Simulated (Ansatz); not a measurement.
Input and output of a self-consistent single point for H4BrN (Cm, 6 atoms in the cell) (Ansatz, a program for electronic structure).

Level of theory: LDA (PW92), default PAW files made with PBE (plane waves; Ansatz).

The change in words: 1 x 1 x 1 supercell, one H atom moved by 0.02 angstrom along z; scf.occupations.method: fixed → fermi_dirac; scf.occupations.width: default → 0.05 eV. Reference geometry:
```
CELL_PARAMETERS angstrom
      4.01210     0.00000     0.00000
      0.00000     4.01210     0.00000
      0.00000     0.00000     4.01210
ATOMIC_POSITIONS crystal
  H  0.14921 0.14921 0.85079
  H  0.14921 0.85079 0.14921
  H  0.85079 0.85079 0.85079
  H  0.85079 0.14921 0.14921
  Br 0.50000 0.50000 0.50000
  N  0.00000 0.00000 0.00000
```

Reference input (self-consistent single point, DFT, LDA (PW92), plane waves, default PAW files made with PBE): basis.ecutwfc = 420 eV; kpoints.mp_grid.grid = 6 6 6; hamiltonian.xc = lda; hamiltonian.pseudopotentials = {kind: paw} (the program's default PAW files); scf.occupations.method = fixed. This run's input differs from it in these lines:

```diff
@@ -10,3 +10,3 @@
     - { symbol: H, position: [0.85079000, 0.85079000, 0.85079000] }
-    - { symbol: H, position: [0.85079000, 0.14921000, 0.14921000] }
+    - { symbol: H, position: [0.85079000, 0.14921000, 0.15419500] }
     - { symbol: Br, position: [0.50000000, 0.50000000, 0.50000000] }
@@ -24,3 +24,4 @@
   occupations:
-    method: fixed
+    method: fermi_dirac
+    width: 0.05
 output:
```

The program printed (abridged):

```
SCF iter   1: F=—  HF=-3133.609013 eV  |F-HF|=—  |Δ(HF+E_count)|=         —  Δρ=7.78e-3  dr2=1.91e-2  ethr=1.77e-3  ⟨swp⟩=5.3  Hψ=5690  notcnv=0
all-band conjugate gradients solve this SCF's bands
preconditioner: auto → none
SCF iter   2: F=—  HF=-3133.604952 eV  |F-HF|=—  |Δ(HF+E_count)|=   4.06e-3  Δρ=3.04e-3  dr2=3.54e-3  ethr=1.20e-4  ⟨swp⟩=2.3  Hψ=1835  notcnv=0  defer=15
SCF iter   3: F=—  HF=-3133.604315 eV  |F-HF|=—  |Δ(HF+E_count)|=   6.37e-4  Δρ=1.62e-3  dr2=1.43e-3  ethr=2.21e-5  ⟨swp⟩=2.3  Hψ=1326  notcnv=0  defer=15
SCF iter   4: F=—  HF=-3133.603881 eV  |F-HF|=—  |Δ(HF+E_count)|=   4.34e-4  Δρ=1.18e-4  dr2=3.88e-6  ethr=8.95e-6  ⟨swp⟩=2.1  Hψ=1264  notcnv=0  defer=15
SCF iter   5: F=—  HF=-3133.603885 eV  |F-HF|=—  |Δ(HF+E_count)|=   3.55e-6  Δρ=3.94e-5  dr2=8.77e-7  ethr=2.42e-8  ⟨swp⟩=2.5  Hψ=1424  notcnv=0  defer=15
SCF iter   6: F=-3133.603884 eV  HF=-3133.603884 eV  |F-HF|=2.02e-8  |Δ(HF+E_count)|=   2.51e-7  Δρ=9.71e-6  dr2=3.23e-8  ethr=6.25e-10  ⟨swp⟩=8.1  Hψ=5360  notcnv=0
SCF 1 converged in 6 iterations: F = -3133.603884 eV  dr2 = 3.23e-8
Free energy (F): -3133.603884 eV
Internal energy: -3133.603884 eV  (E = F + TS)
E sigma→0 (E₀):  -3133.603884 eV
Fermi energy:    2.815944 eV
--- Forces (eV/Å), atoms counted from 1 ---
  atom   1  H      0.25438799     0.28911308    -0.24686384
  atom   2  H      0.28907604    -0.28907604     0.23612804
  atom   3  H     -0.28911308    -0.25438799    -0.24686384
  atom   4  H     -0.07565288     0.07565288    -0.02257091
  atom   5  Br     0.00798812    -0.00798812    -0.00453127
  atom   6  N     -0.18668134     0.18668134     0.28468836
--- Stress (GPa, compression-positive) ---
       -0.892387       0.295172       0.418669
        0.295172      -0.892387      -0.418669
        0.418669      -0.418669      -1.106518
  P = ⅓ Tr σ = -0.9638 GPa (-9.638 kbar)
  The stress holds the Pulay correction. Without it, at fixed plane waves, as pw.x and ABINIT print it: P = -1.3402 GPa
```

The run converged in 6 iterations. Against the reference run the free energy stays essentially unchanged (within 1 meV/atom), the pressure goes from -0.60 to -0.96 GPa, the largest force hardly changes (0.468 to 0.472 eV/Å) and the gap on the mesh moves little (3.890 to 3.885 eV).

The starting cell comes from a database of computed structures (which also holds hypothetical and non-ambient phases and stackings), without a prior relaxation at this level. Its lattice was rescaled by up to half a per cent. For this run, on top of that: 1 x 1 x 1 supercell, one H atom moved by 0.02 angstrom along z. Ansatz's pressure includes its estimate of the finite-basis (Pulay) stress.

Keys are those of Ansatz 0.2.
